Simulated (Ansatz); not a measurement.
# Response to strain in SrTiO3

Take SrTiO3 in the cubic perovskite structure (space group Pm-3m, No. 221; a = 3.891 Å) as the base. Axes: x, y, z lie along the cube axes.

Strains are applied to the cell and any free atomic positions relax; under biaxial strain the out-of-plane vector relaxes too.

Level of theory: Kohn–Sham DFT with the PBEsol functional, run in Ansatz (a quantum-chemistry and plane-wave program) with PAW and 420 eV plane waves, spin-orbit coupling left out.

```tsv
biaxial strain, plane normal [111], relaxed out of plane (%)	out-of-plane strain (%)
-2.5	1.73
-2	1.37
-1.5	1.01
-1	0.66
-0.5	?
0	0.00
```

Task: Fit ε⊥ = −νε + γε² (strains in %) to the rows shown and predict the withheld row.

Result: Least squares on the printed values gives ν = 0.64 (the biaxial Poisson response) and γ = 0.020 (largest residual 0.00 %); this predicts 0.33 %, and the run gives 0.32 %, in agreement.

Whether these cells are dynamically stable was not tested. The final runs are not spin-polarised. Many cubic perovskites are stable only at high temperature; tilts and polar distortions were not tested.
